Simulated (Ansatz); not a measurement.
Consider BaTiO3 (space group R3m, No. 160; a = 5.6802 Å, c = 6.9948 Å (hexagonal axes)). Axes: x lies along a and z along c of the hexagonal cell.

Method: r2SCAN (Ansatz, a program for electronic structure, PAW, scalar-relativistic without spin-orbit coupling), earlier PAW set.

It is then changed as follows: tensor shear ε_yz = −2.45 % (engineering shear γ = -0.0490); the atoms relax in the strained cell.

### Question
Predict the stress tensor and what it implies for the stiffness.

### Answer
Stress of the strained cell less that of the base (GPa, compression positive):
```
  -1.86    0.00    0.00
   0.00    2.76    2.42
   0.00    2.42    0.46
```

Then −Δσ/γ with γ = 2ε = -0.0490 gives secant stiffness values (nonlinear terms included at this strain): C44 ≈ 49 GPa.

As a check, the harmonic strain energy −½ V₀ Δσ:ε is 4.8 meV/atom; the computed energy rise is 4.6 meV/atom.

Stability against distortions was not tested. All final runs are without spin polarisation. This is not the structure that BaTiO3 has at room temperature and ambient pressure.
